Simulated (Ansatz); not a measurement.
Consider Si (space group Pm-3n, No. 223; a model cell, its experimental status unchecked).

```
CELL_PARAMETERS angstrom
      4.86633     0.00000     0.00000
      0.00000     4.86633     0.00000
      0.00000     0.00000     4.86633
ATOMIC_POSITIONS crystal
  Si 0.25000 0.00000 0.50000
  Si 0.75000 0.00000 0.50000
  Si 0.00000 0.50000 0.25000
  Si 0.00000 0.50000 0.75000
  Si 0.50000 0.25000 0.00000
  Si 0.50000 0.75000 0.00000
  Si 0.00000 0.00000 0.00000
  Si 0.50000 0.50000 0.50000
```

Cartesian axes are those of the cell as printed.

Level of theory: PBEsol in Ansatz (plane waves to 420 eV, PAW, no spin-orbit coupling).

Base values:

```
Item               Result
---------------  --------
Volume per atom  14.41 Å³
```

The change: uniaxial stress, 5 GPa compression along z; all other stress components relax to zero.

Task: Predict the new volume per atom and energy relative to the base.

Result: The volume per atom drops by 0.19 Å³ (14.41 Å³ → 14.22 Å³); the energy goes up by 10 meV/atom.

Without a gap, meshes like the base's 10×10×10 leave anisotropic stresses uncertain by several tenths of a GPa, and small strain energies with them. Load acts through the strain it causes; cell and atoms are relaxed under it. Beyond what the load breaks, stability against distortions was not tested. This is not the structure that Si has at room temperature and ambient pressure.

Ansatz is a program for electronic structure.
